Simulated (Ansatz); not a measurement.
Hypothetical rock salt MoP: biaxial strain −1.74 %, plane normal [111], relaxed out of plane

The parent structure is MoP in the rock salt structure (space group Fm-3m, No. 225; a = 4.901 Å; a hypothetical phase, not in the database extracts checked). Axes: x, y, z lie along the cube axes.

It is then changed as follows: biaxial strain −1.74 %, plane normal [111], relaxed out of plane (Cartesian); in-plane vectors clamped, the third vector and the atoms free.

Calculations: Ansatz (an electronic-structure program) PBEsol, no spin-orbit coupling. Γ-centred 16×16×16 mesh, Fermi–Dirac width 0.05 eV.

* **Space group**: R-3m (No. 166) (base Fm-3m (No. 225))
* **Shortest interatomic distance**: 2.467 Å (base 2.450 Å)
* **Energy relative to the base (free energy F)**: -7.7 meV/atom
* **Pressure (mean of the normal stresses, compression positive)**: -3.7 GPa (base 0.0 GPa)
* **Band gap**: zero (base zero)
* **Out-of-plane strain**: +5.35 % (rough)
* **Mean in-plane stress (compression positive)**: -5.6 GPa (rough)

Without a gap, meshes like the base's 16×16×16 leave anisotropic stresses uncertain by several tenths of a GPa, and small strain energies with them. Whether these cells are dynamically stable was not tested. All final runs are without spin polarisation. An odd electron count without spin: MoP. Under biaxial strain −1.74 %, plane normal [111], relaxed out of plane the cell ends below the base's energy or with stress of the wrong sign: the atoms slid into a distortion or the cell is elastically unstable, so the base is not a stable minimum at this level. MoP has a high density of states at the Fermi level and may be magnetic at this level.
